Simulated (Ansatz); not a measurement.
Base system: HfN in the rock salt structure (space group Fm-3m, No. 225; a = 4.526 Å; relaxed with 0.1 eV smearing). Axes: x, y, z lie along the cube axes.

All numbers come from r2SCAN/PAW in Ansatz (a program for electronic structure), no spin-orbit coupling.

Modification: an isotropic linear strain of −2.00 %, atoms relaxed at fixed cell.

Task: Predict the stress tensor and what it implies for the stiffness.

Result: Stress of the strained cell less that of the base (GPa, compression positive):
```
   19.4     0.0     0.0
    0.0    19.4     0.0
    0.0     0.0    19.4
```

Then B = −ΔP/(ΔV/V₀) with ΔV/V₀ = -0.0588 gives secant stiffness values (nonlinear terms included at this strain): B ≈ 330 GPa.

As a check, the harmonic strain energy −½ V₀ Δσ:ε is 42 meV/atom; the computed energy rise is 39 meV/atom.

Stability against distortions was not tested. All final runs are without spin polarisation.
